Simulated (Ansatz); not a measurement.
Surface energy of faces of alpha tin in PBE and in LDA, in Ansatz (plane waves, PAW). Symmetric slabs relaxed with PBE from ideal cuts in 1x1 cells (the lowest computed cut and spin start of each face; real faces may reconstruct in larger cells); LDA values are single points on them, with the bulk at the same level. No spin-orbit coupling, no U.

| face | PBE (J/m²) | LDA (J/m²) |
|---|---|---|
| (100) | 0.89 | 1.08 |
| (110) | 0.76 | 0.92 |
| (111) | 0.64 | ? |
| (210) | 0.58 | 0.77 |
| (211) | 0.65 | 0.83 |
| (221) | 0.59 | 0.74 |

Task: Fit a straight line y = a·x + b by least squares to the 5 complete rows (x: PBE (J/m²); y: LDA (J/m²)).

Result: the means are x̄ = 0.6940 and ȳ = 0.8680; Σ(x − x̄)² = 0.068520 and Σ(x − x̄)(y − ȳ) = 0.071140, so a = 1.038 and b = ȳ − a·x̄ = 0.147. The largest residual is 0.020.

Task: What does the line predict for the withheld row, (111), and what did the calculation give?

Result: the line gives 0.81; the calculation gave 0.77, a miss of -0.04, larger than any residual of the fitted rows.

Ansatz is a quantum-chemistry and plane-wave program.
